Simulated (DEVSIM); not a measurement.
Device: abrupt Si n-p junction, at 400 K.

Layer 1 from the left is Si, thickness (μm) 75.0, Nd (cm⁻³) 1.3e18, τn (s) 0.00015, τp (s) 0.00015. Layer 2 from the left is Si, thickness (μm) 4.80, Na (cm⁻³) 4.7e14, τn (s) 0.00015, τp (s) 0.00015.

Left contact: ohmic. Right contact: ohmic. Voltage is applied to the left contact. Recombination: SRH at mid-gap, radiative. Mobility is constant in doping.

Constants are typed, rounded textbook-type inputs, not results; the design itself was drawn at random and stands for no fabricated device. Values at 300 K; Nc and Nv go as T^1.5, mobilities as T to minus their exponent, the gap by Varshni's rule with the affinity fixed.

Si: gap (eV) 1.124, affinity (eV) 4.05, permittivity 11.7, Nc (cm⁻³) 2.86e19, Nv (cm⁻³) 3.1e19, μn (cm²/Vs) 1417, μp (cm²/Vs) 470, T exponent of μn 2.3, T exponent of μp 2.2, B (cm³/s) 4.7e-15, Varshni α (eV/K) 0.000473, Varshni β (K) 636.

Model (solved in DEVSIM): 1D drift-diffusion, Boltzmann statistics, complete ionisation; no tunnelling, impact ionisation, image-force lowering or self-heating.

Q: What does the simulation give for the potential step across the device at zero bias, the dark forward voltage at 100 A/cm², the largest field in the device at zero bias, the dark forward voltage at 1 A/cm²?

A: potential step across the device at zero bias 0.578 V; dark forward voltage at 100 A/cm² 0.493 V; largest field in the device at zero bias 72000 V/cm; dark forward voltage at 1 A/cm² 0.258 V.
